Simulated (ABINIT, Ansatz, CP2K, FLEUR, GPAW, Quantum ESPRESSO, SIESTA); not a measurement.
Code comparison for NiO2 (P-3m1, 3 atoms in the cell)

Self-consistent single point, at a second geometry (lattice scaled by 0.98). First geometry:

```
CELL_PARAMETERS angstrom
      2.72993     0.00000     0.00000
     -1.36496     2.36419     0.00000
      0.00000     0.00000     4.50466
ATOMIC_POSITIONS crystal
  Ni 0.00000 0.00000 0.50000
  O  0.66667 0.33333 0.70604
  O  0.33333 0.66667 0.29396
```

Shared settings, as Ansatz (a program for electronic structure) writes them: kpoints.mp_grid.grid = 11 11 6; scf.occupations.method = fixed. Potentials and cutoffs stand in the table.

```tsv
code	model	ΔF from the first geometry (meV/atom)	pressure (GPa)	largest force (eV/Å)	gap on the mesh (eV)	cutoff
ABINIT	LDA (PW92), PAW (JTH v2.0 LDA PAW)	49.5	16.82	1.347	0.949	60 Ry
SIESTA	LDA PW92, numerical atomic orbitals DZP, PseudoDojo LDA standard norm-conserving potentials (rewritten from UPF to PSML)	51.5	24.07	1.822	0.876	grid 300 Ry
GPAW	LDA (Perdew-Wang 92), GPAW PAW datasets LDA (gpaw-data 1.0.1)	52.7	–	1.386	1.010	950 eV
CP2K	LDA (Pade form), GPW, DZVP-MOLOPT-SR-GTH basis, GTH-PADE potentials (GTH_POTENTIALS)	47.2	22.42	1.464	0.954	grid 600 Ry
Ansatz	LDA (PW92), PAW files made with PBE	42.7	20.04	1.212	0.962	default
FLEUR	LDA (Perdew-Zunger), all-electron FLAPW (FLEUR), scalar-relativistic valence	47.1	–	–	0.959	Kmax 4.8 1/bohr
Quantum ESPRESSO	LDA (PZ), GBRV 1.5 ultrasoft (LDA) pseudopotentials	49.9	22.80	1.388	1.022	50 Ry
```

For ABINIT (by 5.6 GPa) and Ansatz (by 0.4 GPa) the energy change implies a higher mean pressure, against the two pressures, than for the other programs: a sign of finite-basis (Pulay) stress.

A dash marks a value that a program does not give, or that is left out as unsure.

Gaps are read on the mesh.

The spread over the programs that give each value: ΔF from the first geometry within 10.0 meV/atom; pressure within 7.25 GPa; largest force within 0.610 eV/Å; gap on the mesh within 0.146 eV.

SIESTA and CP2K use small atom-centred bases, whose incompleteness enters pressures, forces and empty levels differently from a plane-wave cutoff. FLEUR treats all electrons, but the usual bases taken here (sphere radii, linearisation, local orbitals, empty states) were not tested for convergence, so the values are no reference for the others. Ansatz's pressure is given at a fixed set of plane waves, as the other plane-wave codes print theirs; with its correction for the finite basis it is 20.86 GPa (the shift of 0.82 GPa shows how far the cutoff is from converged). The pressure of GPAW is left out: its cutoff lies under the one at which its stress was checked. The same LDA comes in different parametrisations, which differ slightly. In the force vectors, SIESTA (by 0.456), CP2K (by 0.097) and Ansatz (by 0.155) lie more than 0.08 eV/Å from the median of the plane-wave programs.

The starting cell comes from a database of computed structures (which also holds hypothetical and non-ambient phases and stackings), without a prior relaxation at this level. Its lattice was rescaled by a random factor within 2.5 % of one. For this run, on top of that: lattice scaled by 0.98.

Keys are those of Ansatz 0.2.
